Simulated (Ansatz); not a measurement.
By PBEsol, the system below comes out a metal.

Without scattering a metal conducts by its projected Fermi surface.

Here is the system:

```
Ru
1.0
    2.70783     0.00000     0.00000
   -1.35391     2.34505     0.00000
    0.00000     0.00000     4.26810
Ru
2
Direct
  0.33333   0.66667   0.25000
  0.66667   0.33333   0.75000
```

The cell is taken as given; by PBEsol it stands under a pressure of -5.7 GPa.

The current flows along the normal of the first two printed cell vectors, the (001) plane of the conventional cell. No spin-orbit coupling; the value is a mean over 0.1 eV about the Fermi level.

Estimate the ballistic conductance per area that Ansatz (an electronic-structure program) with PBEsol returns for this system.

1.7 × 10¹⁵ S/m² for both spins.
